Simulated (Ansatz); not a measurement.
Structures of equal composition on the (111)B surface of zinc-blende GaAs (As plane on top): 2x2 As adatom at H3; 2x2 As adatom at T1; 2x2 As adatom at T4. The slabs share one bottom face, and each structure is named by its start. These are constructed structures in small cells; real faces may alloy, dewet or reconstruct in larger ones, and not all known structures of the face are among them. Slabs of about 14 Å, Fermi-Dirac smearing of 0.025 eV. Bottom of the slabs: H caps. Relaxed from the named starts with such symmetry as they have, on meshes of like density; energies extrapolated to zero smearing; spin only where a row says so; no spin-orbit coupling, no U. Brackets mark spin-polarised runs, whose order is one that fits the cell. Where a second, spin-polarised start was run, the lower counts.

These are r2SCAN, at the PBE geometry (plane waves to 500 eV, PAW; Ansatz, a quantum-chemistry and plane-wave program) values and carry that method's errors.

Put the candidates in order of energy per 1x1 cell, lowest first, for r2SCAN, at the PBE geometry.

2x2 As adatom at T4 (0.000 eV, gap 0.56 eV on the mesh), 2x2 As adatom at H3 (0.029 eV, no gap on the mesh), 2x2 As adatom at T1 (0.428 eV, a narrow gap of 0.07 eV by band count)
